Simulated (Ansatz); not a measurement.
The reference is Re in the hcp (Mg type) structure (space group P6_3/mmc, No. 194; a = 2.751 Å, c = 4.441 Å).

It is then changed as follows: a hydrostatic pressure of 30 GPa.

Levels (all Ansatz, a program for electronic structure, PAW): PBEsol (420 eV, scalar-relativistic without spin-orbit coupling); r2SCAN (500 eV, no spin-orbit coupling).

The geometry is relaxed with PBEsol.

PBEsol pressure: 30.0 GPa

Problem. What does r2SCAN give at this geometry for the pressure?

Solution. The pressure grows by 4.9 GPa to 34.9 GPa.

Single points use the geometry relaxed with PBEsol. Their cutoffs differ, which shifts pressures a little. Load acts through the strain it causes; cell and atoms are relaxed under it. Stability against distortions was not tested. Competing high-pressure phases were not computed. The final runs are not spin-polarised.
